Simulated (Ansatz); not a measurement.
## hcp Zr (0 0 1) on 3C silicon carbide (1 1 1) (film strained to the substrate, started from cuts of the bulks and a machine-learned relaxation)

A periodic stack without vacuum, hcp Zr (0 0 1) on 3C silicon carbide (1 1 1) (film strained to the substrate, started from cuts of the bulks and a machine-learned relaxation): substrate slab C6Si6, film Zr4, surface cells [[0, -1], [1, -1]] and [[0, 1], [-1, 0]], film strained by -4.2 and -4.2 %, outermost planes C/Si and Zr/Zr as cut, which need not be the usual terminations and can put a slab off its formula.

The start was prepared with a machine-learned potential, and the result is one local minimum, with the in-plane cell held and forces under 0.04 eV/Å; the film can end far from its bulk form.

Level of theory: PBE (plane waves to 420 eV, PAW; Ansatz, an electronic-structure program). No spin–orbit coupling; the runs are not spin-polarised; PBE gaps are too small against experiment. Its k-point mesh 12×12×1, Fermi–Dirac width 0.05 eV.

The interface area is 8.3 Å², the period comes out as 26.06 Å and the gaps between the outermost planes at the two interfaces is 2.12 and 1.09 Å. The Si–Zr contacts across the interfaces within 1.22 times the sum of covalent radii is 6, mean 3.11 Å. The C–Zr contacts across the interfaces within 1.22 times the sum of covalent radii is 3, mean 2.10 Å and the estimate of the barrier is withheld, since the two interfaces are unlike. The slope of the mean potential energy in the substrate comes out as -4.7 MV/cm × e.

```yaml
crystal:
  lattice:
    - [3.09704, 0.00004, 0.03080]
    - [1.54853, 2.68221, 0.00382]
    - [-0.37898, 0.10699, 26.06175]
  atoms:
    - { symbol: C, position: [0.03235, 0.45886, 0.02753] }
    - { symbol: C, position: [0.36965, 0.79152, 0.12352] }
    - { symbol: C, position: [0.70656, 0.12530, 0.22057] }
    - { symbol: C, position: [0.04363, 0.45884, 0.31758] }
    - { symbol: C, position: [0.38071, 0.79246, 0.41458] }
    - { symbol: C, position: [0.71752, 0.12586, 0.51135] }
    - { symbol: Si, position: [0.03540, 0.45811, 0.09903] }
    - { symbol: Si, position: [0.37229, 0.79190, 0.19604] }
    - { symbol: Si, position: [0.70935, 0.12546, 0.29306] }
    - { symbol: Si, position: [0.04644, 0.45908, 0.39005] }
    - { symbol: Si, position: [0.38332, 0.79250, 0.48709] }
    - { symbol: Si, position: [0.72100, 0.12639, 0.58367] }
    - { symbol: Zr, position: [0.05587, 0.45921, 0.66505] }
    - { symbol: Zr, position: [0.68899, 0.09636, 0.77181] }
    - { symbol: Zr, position: [0.04085, 0.43545, 0.87222] }
    - { symbol: Zr, position: [0.69699, 0.12552, 0.98561] }
```
